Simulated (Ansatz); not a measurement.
Consider FePt (space group P4/mmm, No. 123; a = 2.7348 Å, c = 3.7222 Å; ferromagnetic; relaxed with 0.1 eV smearing). Axes: x, y, z lie along a, b, c of the conventional cell.

Calculations: r2SCAN (Ansatz, a first-principles code), no spin-orbit coupling.

Strains are applied to the cell and any free atomic positions relax; under biaxial strain the out-of-plane vector relaxes too.

One change was made to it. Results:

The largest site moment goes up by 0.06 μB to 3.35 μB; the volume per atom rises by 0.40 Å³ (13.92 Å³ → 14.32 Å³).

**Question.** Which of these changes matches the shifts?
A) biaxial strain +0.26 %, plane normal [001], relaxed out of plane
B) biaxial strain +3.12 %, plane normal [001], relaxed out of plane
C) isotropic strain −2.60 %
D) biaxial strain +1.63 %, plane normal [001], relaxed out of plane
E) isotropic strain +0.28 %

**Answer.** B, biaxial strain +3.12 %, plane normal [001], relaxed out of plane. For comparison, the volume per atom in the other runs: biaxial strain +0.26 %, plane normal [001], relaxed out of plane gives 13.95 Å³; biaxial strain +1.63 %, plane normal [001], relaxed out of plane gives 14.13 Å³; isotropic strain −2.60 % gives 12.86 Å³; isotropic strain +0.28 % gives 14.04 Å³.

Other magnetic orders, which the real material may have, were not ruled out. Whether these cells are dynamically stable was not tested.
